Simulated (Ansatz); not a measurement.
We consider CsSnBr₃ (model structure, started from the cubic perovskite type, Pm-3m, No. 221, 5 atoms in the cell), described by PBEsol (plane waves, PAW; Ansatz, an electronic-structure program).

Settings: plane-wave cutoff 520 eV, 10×10×10 k mesh, Fermi–Dirac smearing 0.05 eV, scalar-relativistic PAW data made under PBE.

Cell (relaxed at this level):

CsSnBr₃ has the cubic space group Pm-3m (No. 221), the cubic perovskite structure, Pearson symbol cP5. Cell: a = 5.7602 Å, b = 5.7602 Å, c = 5.7602 Å, α = 90.00°, β = 90.00°, γ = 90.00°. Cs on 1a has 12 Br at 4.073 Å (cuboctahedral). Sn on 1b is coordinated by 6 Br at 2.880 Å (octahedral). Br on 3c has 2 Sn at 2.880 Å and 4 Cs at 4.073 Å (octahedral). (Neighbours: up to the widest gap in distance over summed covalent radii, below 1.35, at either atom; cation-cation and far metal-metal contacts left out.)

Task: What does this level give for the band gap and Γ–Γ gap?

Result: 
- band gap: 0.21 eV
- Γ–Γ gap: 5.05 eV

Note: the relaxation could raise the start's symmetry but not lower it, so the cell can be a saddle point.

Spin–orbit coupling is not included; it can close the smallest gap of 0.21 eV.

Static lattice: no zero-point or thermal effects.

A model structure was made by putting elements into a prototype or built by hand; it is no filed structure, need not be a known phase, and can be a saddle point held by its symmetry.
